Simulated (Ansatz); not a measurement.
The reference is Sr₂RuH₆ (space group Fm-3m, No. 225; a = 7.520 Å).

The values are results of PBEsol, PAW, 420 eV (Ansatz, a program for electronic structure; no spin-orbit coupling), not measurements.

Before the change:

| Property | Value |
|---|---|
| Volume per atom | 11.81 Å³ |
| Band gap | 2.13 eV |
| Gap character | indirect, Γ → X |

It is then changed as follows: every Sr is replaced by Mg; the structure is relaxed again.

Tabulated Pauling electronegativity and covalent radius: Sr 0.95, 1.95 Å; Mg 1.31, 1.41 Å.

Task: What does the calculation give for the volume per atom after the change?

Result: The volume per atom falls by 3.907 Å³, from 11.81 Å³ to 7.91 Å³.

Task: How does this affect the band gap?

Result: The band gap grows by 0.85 eV (2.13 eV → 2.98 eV).

Task: Estimate the effect on the gap character.

Result: The gap character becomes direct at X (base: indirect, Γ → X).

Whether these cells are dynamically stable was not tested. For Mg2RuH6 in this form, whether it has been made was not checked.
